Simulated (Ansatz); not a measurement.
The (0001) surface of wurtzite ZnO (in the relaxation 2 O–Zn bonds formed), Zn-terminated, 2x2 with 2 OH on 4 top atoms (bottom of the slab: 2 H on 4 bottom sites)

Calculation: r2SCAN, at the PBE geometry (plane waves to 500 eV, PAW; Ansatz, a program for electronic structure).

Slab: 46 atoms, 14.7 Å thick at the start with caps and adatoms; k 4x4x1, smearing 0.025 eV, dipole-corrected; single point; no symmetry held, on the structure that PBE left; no spin, no spin-orbit, no U. It is one candidate, not shown to be the stable structure of the face.

```yaml
gap_of_the_slab_on_its_k_mesh: 1.46 eV
highest_filled_level_below_the_top_vacuum_level: 5.90 eV
cost: about 13 core-minutes (a rough figure)
```
